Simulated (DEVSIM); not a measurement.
System: Al/HfO2/p-Ge capacitor, at 300 K.

Layer 1 from the left is HfO2, thickness (nm) 4.00. Layer 2 from the left is Ge, thickness (nm) 8200, Na (cm⁻³) 5.2e15.

Metal gate on the left, work function 4.1 eV. Fixed charge at the semiconductor interface 0 cm⁻² (in units of +e); no interface traps.

Constants are typed, rounded textbook-type inputs, not results; the design itself was drawn at random and stands for no fabricated device. Values at 300 K.

HfO2: gap (eV) 5.7, affinity (eV) 2.5, permittivity 22. Ge: gap (eV) 0.664, affinity (eV) 4, permittivity 16, Nc (cm⁻³) 1.04e19, Nv (cm⁻³) 6e18.

Model (solved in DEVSIM): 1D Poisson equation in equilibrium, Boltzmann statistics, complete ionisation; no quantum confinement or tunnelling. Metal contacts follow the ideal Schottky-Mott rule: no Fermi-level pinning, no interface dipoles.

What does the simulation give for the threshold voltage (band bending 2φF), the minimum of the low-frequency capacitance, the flat-band voltage?

threshold voltage (band bending 2φF) -0.09 V; minimum of the low-frequency capacitance 0.0588 μF/cm²; flat-band voltage -0.38 V.
